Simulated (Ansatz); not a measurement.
Response to strain in BN

Take BN in the wurtzite structure (space group P6_3mc, No. 186; a = 2.523 Å, c = 4.175 Å) as the base. Axes: x lies along a and z along c of the hexagonal cell.

Strains are applied to the cell and any free atomic positions relax; under biaxial strain the out-of-plane vector relaxes too.

The values are results of LDA (Ansatz, a program for electronic structure; PAW; 420 eV plane waves; no spin-orbit coupling), not measurements.

Notes on the quantities. pressure: mean of the normal stresses, compression positive.

```tsv
change	pressure	electron mass	band gap	out-of-plane strain
base	0.00 GPa	0.30 mₑ along c, 0.50 mₑ across (at K)	4.93 eV	–
biaxial strain +0.60 %, plane normal [001], relaxed out of plane	-4.39 GPa	0.30 mₑ out of plane, 0.50 mₑ in plane (at K)	4.99 eV	-0.07 %
biaxial strain +1.20 %, plane normal [001], relaxed out of plane	-8.53 GPa	0.30 mₑ out of plane, 0.51 mₑ in plane (at K)	5.04 eV	-0.14 %
biaxial strain +1.80 %, plane normal [001], relaxed out of plane	-12.44 GPa	0.30 mₑ out of plane, 0.51 mₑ in plane (at K)	5.08 eV	-0.21 %
biaxial strain +2.40 %, plane normal [001], relaxed out of plane	-16.13 GPa	0.30 mₑ out of plane, 0.52 mₑ in plane (at K)	5.12 eV	-0.28 %
biaxial strain +3.00 %, plane normal [001], relaxed out of plane	-19.61 GPa	0.30 mₑ out of plane, 0.52 mₑ in plane (at K)	5.16 eV	-0.34 %
```

Effective masses come from finite differences of ±0.01 Å⁻¹. Whether these cells are dynamically stable was not tested.
